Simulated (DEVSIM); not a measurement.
Structure: W/Al2O3/p-Ge capacitor, at 350 K.

```tsv
layer (left to right)	material	thickness (nm)	Na (cm⁻³)
1	Al2O3	2.80	-
2	Ge	730	6.7e17
```

Metal gate on the left, work function 4.6 eV. Fixed charge at the semiconductor interface 0 cm⁻² (in units of +e); no interface traps.

Constants are typed, rounded textbook-type inputs, not results; the design itself was drawn at random and stands for no fabricated device. Values at 300 K; Nc and Nv go as T^1.5, mobilities as T to minus their exponent, the gap by Varshni's rule with the affinity fixed.

| parameter | Al2O3 | Ge |
|---|---|---|
| gap (eV) | 6.8 | 0.664 |
| affinity (eV) | 1.35 | 4 |
| permittivity | 9 | 16 |
| Nc (cm⁻³) | - | 1.04e19 |
| Nv (cm⁻³) | - | 6e18 |
| Varshni α (eV/K) | - | 0.000477 |
| Varshni β (K) | - | 235 |

DEVSIM, 1D Poisson equation in equilibrium, Boltzmann statistics, complete ionisation; no quantum confinement or tunnelling. Metal contacts follow the ideal Schottky-Mott rule: no Fermi-level pinning, no interface dipoles.

Q: Tabulate band edges, carrier densities and field at 0.4 V on the gate.

A: Energies count from the Fermi level of the right contact; mesh points crowd at the junctions.

```csv
x (μm),Ec (eV),Ev (eV),n (cm⁻³),p (cm⁻³),field (V/cm)
0.000,2.850,-3.950,< 1e2,< 1e2,340000
0.0007510,2.876,-3.924,< 1e2,< 1e2,340000
0.001493,2.901,-3.899,< 1e2,< 1e2,340000
0.002291,2.929,-3.871,< 1e2,< 1e2,340000
0.003324,0.306,-0.338,5.2e14,1.0e14,190000
0.004737,0.332,-0.313,2.2e14,2.4e14,180000
0.007144,0.372,-0.272,5.7e13,9.2e14,160000
0.01403,0.465,-0.180,2.7e12,2.0e16,110000
0.02440,0.540,-0.104,2.2e11,2.4e17,42000
0.04208,0.569,-0.075,8.4e10,6.2e17,3500
0.07594,0.571,-0.073,7.8e10,6.7e17,17
0.1688,0.571,-0.073,7.8e10,6.7e17,≈ 0
0.3088,0.571,-0.073,7.8e10,6.7e17,≈ 0
0.4815,0.571,-0.073,7.8e10,6.7e17,≈ 0
0.6218,0.571,-0.073,7.8e10,6.7e17,≈ 0
0.6729,0.571,-0.073,7.8e10,6.7e17,≈ 0
0.6996,0.571,-0.073,7.8e10,6.7e17,≈ 0
0.7153,0.571,-0.073,7.8e10,6.7e17,≈ 0
0.7257,0.571,-0.073,7.8e10,6.7e17,≈ 0
0.7294,0.571,-0.073,7.8e10,6.7e17,≈ 0
0.7314,0.571,-0.073,7.8e10,6.7e17,≈ 0
0.7328,0.571,-0.073,7.8e10,6.7e17,≈ 0
```
